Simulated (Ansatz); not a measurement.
The starting structures come from a database of crystals and need not be the phases stable at ambient conditions.

By PBEsol, the system below comes out a metal.

Consider the following.

```xyz
1
Lattice="2.7882 0.0000 0.0000 -1.3941 2.4147 0.0000 1.3941 0.8049 2.3449" Properties=species:S:1:pos:R:3 pbc="T T T"
Pt     0.0000     0.0000     0.0000
```

The cell is strained (lengths along the current scaled by 1.03, ions clamped); by PBEsol it stands under a pressure of -12.0 GPa.

The current flows along the normal of the first two printed cell vectors, the (111) (indices of the unstrained crystal) plane of the conventional cell. No spin-orbit coupling; the value is a mean over 0.1 eV about the Fermi level.

State the ballistic conductance per area according to PBEsol (Ansatz, a first-principles code).

1.8 × 10¹⁵ S/m² for both spins.
